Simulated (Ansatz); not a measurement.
System: Mg (R-3m, No. 166, 3 atoms in the cell; start mp-1094122; another form than the element's usual one). Method: PBEsol (Ansatz, a quantum-chemistry and plane-wave program, PAW).

Numerical settings: plane-wave cutoff 520 eV, 20×20×20 k mesh, Fermi–Dirac smearing 0.05 eV, scalar-relativistic PAW data made under PBE.

Cell (relaxed at this level):

```xyz
3
Lattice="1.5851 0.9152 7.7781 -1.5851 0.9152 7.7781 0.0000 -1.8303 7.7781" Properties=species:S:1:pos:R:3 pbc="T T T"
Mg     0.0000     0.0000     0.0000
Mg     0.0000     0.0000     5.1809
Mg     0.0000     0.0000    18.1534
```

Problem. Predict the bulk modulus B0.

Solution. 
* **bulk modulus B0**: 37.2 GPa

The run finds no gap.

Note: the bulk modulus is −V dP/dV from two relaxed cells at ±2 % in volume; the relaxation could not lower the start's symmetry, so the cell can be a saddle point above a distorted one.

Computed values are for the static lattice.

A start named mp-… is a Materials Project structure, which need not be a measured phase.
